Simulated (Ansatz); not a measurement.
A self-consistent single point of SrYSi₄N₇ (P1, 26 atoms in the cell) with Ansatz (an electronic-structure program).

Computed with LDA (PW92), default PAW files made with PBE (plane waves; Ansatz).

```yaml
crystal:
  lattice:
    - [5.99700, 0.00000, 0.00000]
    - [-2.99850, 5.19355, 0.00000]
    - [0.00000, 0.00000, 9.65900]
  atoms:
    - { symbol: N, position: [0.03105, 0.51468, 0.09873] }
    - { symbol: N, position: [0.51267, 0.02901, 0.59778] }
    - { symbol: N, position: [0.48569, 0.51160, 0.09595] }
    - { symbol: N, position: [0.97794, 0.48725, 0.59950] }
    - { symbol: N, position: [0.49214, 0.97481, 0.09588] }
    - { symbol: N, position: [0.51009, 0.48385, 0.59748] }
    - { symbol: N, position: [0.00272, 0.99858, 0.12328] }
    - { symbol: N, position: [0.00413, 0.00416, 0.62190] }
    - { symbol: N, position: [0.84543, 0.69945, 0.37086] }
    - { symbol: N, position: [0.15571, 0.85722, 0.87376] }
    - { symbol: N, position: [0.29750, 0.14710, 0.37303] }
    - { symbol: N, position: [0.15093, 0.30309, 0.87256] }
    - { symbol: N, position: [0.84163, 0.14816, 0.37308] }
    - { symbol: N, position: [0.69826, 0.84965, 0.87159] }
    - { symbol: Si, position: [0.17011, 0.34510, 0.04773] }
    - { symbol: Si, position: [0.82476, 0.16963, 0.54862] }
    - { symbol: Si, position: [0.65349, 0.82266, 0.04747] }
    - { symbol: Si, position: [0.82189, 0.65168, 0.54719] }
    - { symbol: Si, position: [0.17466, 0.82838, 0.04768] }
    - { symbol: Si, position: [0.34936, 0.16987, 0.54652] }
    - { symbol: Y, position: [0.32904, 0.66396, 0.73526] }
    - { symbol: Y, position: [0.66820, 0.33266, 0.23924] }
    - { symbol: Sr, position: [0.33976, 0.67266, 0.36995] }
    - { symbol: Sr, position: [0.66579, 0.33649, 0.86764] }
    - { symbol: Si, position: [0.99593, 0.99033, 0.30996] }
    - { symbol: Si, position: [0.00110, 0.00798, 0.81294] }
```

Reference input (self-consistent single point, DFT, LDA (PW92), plane waves, default PAW files made with PBE): basis.ecutwfc = 30.9 Ry; kpoints.mp_grid.grid = 4 4 2; hamiltonian.xc = lda; hamiltonian.pseudopotentials = {kind: paw} (the program's default PAW files); scf.occupations.method = methfessel_paxton; scf.occupations.width = 0.0073 Ry. This run's input differs from it in these lines:

Ansatz 0.2 input:
```diff
@@ -40,3 +40,6 @@
   pseudopotentials:
-    kind: paw
+    kind: paw_fr
+magnetization:
+  noncollinear: true
+  spin_orbit: false
 scf:
```

Output, abridged:

```
SCF iter   1: F=—  HF=-24537.549117 eV  |F-HF|=—  |Δ(HF+E_count)|=         —  Δρ=1.16e-1  dr2=5.19e1  dr2_m=0.00e0 (ungated)  ethr=3.10e-3  |M|=0.00e0 ∫|m|=0.00e0 μB  |m|>n=0.0e0 m-floor=0.0e0 τ_xc=0.0e0  β_m=0.30  ⟨swp⟩=9.1  Hψ=21576  notcnv=0  defer=58
all-band conjugate gradients solve this SCF's bands
preconditioner: auto → Resta (q_TF=auto, 2.413 Å⁻¹)
   [... lines left out ...]
SCF iter   9: F=—  HF=-24520.280224 eV  |F-HF|=—  |Δ(HF+E_count)|=   3.51e-6  S|Δr|=    0.00e0  Δρ=9.81e-6  dr2=2.64e-7  dr2_m=0.00e0 (ungated)  ethr=1.02e-8  |M|=0.00e0 ∫|m|=0.00e0 μB  |m|>n=0.0e0 m-floor=0.0e0 τ_xc=0.0e0  β_m=0.80  ⟨swp⟩=2.0  [...]
SCF iter  10: F=-24520.280224 eV  HF=-24520.280224 eV  |F-HF|=1.05e-8  |Δ(HF+E_count)|=   2.31e-8  S|Δr|=    0.00e0  Δρ=2.64e-6  dr2=2.31e-8  dr2_m=0.00e0 (ungated)  ethr=6.94e-11  |M|=0.00e0 ∫|m|=0.00e0 μB  |m|>n=0.0e0 m-floor=0.0e0 τ_xc=0.0e0  [...]
SCF 1 converged in 10 iterations: F = -24520.280224 eV  dr2 = 2.31e-8
Stability not checked (fill_not_monotonic)
Magnetization: |M| = 0.0000 μB,  M = (+0.0000, +0.0000, +0.0000) μB
Absolute magnetization: 0.0000 μB (∫|m|)
  site 0: m = (+0.0000, +0.0000, +0.0000) μB, |m| = 0.0000 μB  (R = 0.69 Å)
  site 1: m = (+0.0000, +0.0000, +0.0000) μB, |m| = 0.0000 μB  (R = 0.68 Å)
  site 2: m = (+0.0000, +0.0000, +0.0000) μB, |m| = 0.0000 μB  (R = 0.69 Å)
  site 3: m = (+0.0000, +0.0000, +0.0000) μB, |m| = 0.0000 μB  (R = 0.71 Å)
  site 4: m = (+0.0000, +0.0000, +0.0000) μB, |m| = 0.0000 μB  (R = 0.70 Å)
   [... 17 lines left out ...]
   [... lines left out ...]
Free energy (F): -24520.280224 eV
Fermi energy:    11.162702 eV
   [... lines left out ...]
  atom  26  Si     0.49421801    -1.45322879    -0.59107884
--- Stress (GPa, compression-positive) ---
       -0.468232       0.256372       0.161303
        0.256372       1.232234      -0.095802
        0.161303      -0.095802       0.705591
  P = ⅓ Tr σ = 0.4899 GPa (4.899 kbar)
  The stress holds the Pulay correction. Without it, at fixed plane waves, as pw.x and ABINIT print it: P = -0.0362 GPa
```

The run converged in 10 iterations. Against the reference run the pressure stays at 0.49 GPa, the largest force stays at 2.681 eV/Å and the gap on the mesh stays at 2.845 eV.

The starting cell comes from a database of published, mostly measured structures (it also holds non-ambient and calculated ones), without a prior relaxation at this level. Its atoms were displaced at random from the sites of space group no. 186. Forces in this geometry exceed 1 eV/Å. Ansatz's pressure includes its estimate of the finite-basis (Pulay) stress. Without the estimate this run gives -0.04 GPa.

Cost on one core of a shared machine: roughly 3 min.
